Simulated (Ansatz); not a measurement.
ZnS: pressure 22.5 GPa

Take ZnS in the zinc blende structure (space group F-43m, No. 216; a = 5.3565 Å) as the base.

Perturbation: a hydrostatic pressure of 22.5 GPa.

Level of theory: PBEsol (Ansatz, a first-principles code), without spin-orbit coupling. Settings: 11×11×11 k-points, 0.05 eV Fermi–Dirac smearing.

```json
[
 {"quantity": "volume per atom", "base": "19.21 Å³", "changed": "15.92 Å³", "shift": "-3.29 Å³"},
 {"quantity": "density", "base": "4.21 g/cm³", "changed": "5.08 g/cm³", "shift": "+0.87 g/cm³"},
 {"quantity": "lattice parameter a", "base": "535.7 pm", "changed": "503.2 pm", "shift": "-32.5 pm"},
 {"quantity": "shortest interatomic distance", "base": "231.9 pm", "changed": "217.9 pm", "shift": "-14.07 pm"},
 {"quantity": "enthalpy H = E + PV relative to the base's energy", "base": "–", "changed": "+2.43 eV/atom", "shift": "–"},
 {"quantity": "band gap", "base": "2.09 eV", "changed": "2.67 eV", "shift": "+0.58 eV"},
 {"quantity": "gap character", "base": "direct at Γ", "changed": "indirect, Γ → X", "shift": "–"},
 {"quantity": "smallest direct gap", "base": "2.09 eV", "changed": "2.93 eV", "shift": "+0.84 eV"},
 {"quantity": "width of the top valence band", "base": "2.86 eV", "changed": "3.67 eV", "shift": "+0.81 eV"},
 {"quantity": "electron mass", "base": "0.17 mₑ (at Γ)", "changed": "1.1 mₑ along k, 0.30 mₑ across (at X)", "shift": "–"},
 {"quantity": "hole mass (degenerate bands, along [100])", "base": "0.18, 0.68, 0.68 mₑ (at Γ)", "changed": "0.22, 0.52, 0.52 mₑ (at Γ)", "shift": "–"},
 {"quantity": "valley order (the lowest conduction-band minima on the path, energy above the VBM, named in the base's zone)", "base": "Γ 2.09 eV; X along ⟨100⟩ 3.17 eV; L along ⟨111⟩ 3.24 eV", "changed": "X along ⟨100⟩ 2.67 eV; Γ 2.93 eV; L along ⟨111⟩ 3.53 eV", "shift": "–"}
]
```

Final structure:

```
CELL_PARAMETERS angstrom
      0.00000     2.51577     2.51577
      2.51577     0.00000     2.51577
      2.51577     2.51577     0.00000
ATOMIC_POSITIONS crystal
  S  0.25000 0.25000 0.25000
  Zn 0.00000 0.00000 0.00000
```

Load acts through the strain it causes; cell and atoms are relaxed under it. Effective masses come from finite differences of ±0.01 Å⁻¹. Along k means along the line from Γ to the band edge. No phonon test of stability was made. Measured, ZnS leaves this structure (for rock salt) near 14.7 GPa (temperature not stated; as listed in Datta, Sujoy, Jana, Debnarayan, arXiv (2020)), on rising pressure, with hysteresis.
